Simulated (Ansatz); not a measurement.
Consider Ge in the diamond structure (space group Fd-3m, No. 227).

```
Ge
1.0
    0.00000     2.88111     2.88111
    2.88111     0.00000     2.88111
    2.88111     2.88111     0.00000
Ge
2
Direct
  0.50000   0.50000   0.50000
  0.75000   0.75000   0.75000
```

The values are results of Ansatz (a quantum-chemistry and plane-wave program), PBE, PAW, cutoff 420 eV, no spin-orbit coupling, earlier PAW set, not measurements.

One change was made to it. Results:

The band gap becomes 0.34 eV (base: zero); the shortest interatomic distance shrinks by 15.5 pm to 234.0 pm.

Problem. Which of these changes matches the shifts?
A) pressure 45 GPa
B) pressure −2 GPa
C) pressure 18 GPa
D) pressure 60 GPa

Solution. C, pressure 18 GPa. For comparison, the band gap in the other runs: pressure 45 GPa gives zero; pressure 60 GPa gives zero; pressure −2 GPa gives zero.

Load acts through the strain it causes; cell and atoms are relaxed under it. No phonon test of stability was made. Measured, Ge leaves this structure (for the β-tin structure) near 10.6 GPa (room temperature; as listed in arXiv:1906.07825). Gaps under 0.05 eV, about the width of the smearing, are given as zero. A zero or small gap of Ge can be the functional's error rather than a property of the material.
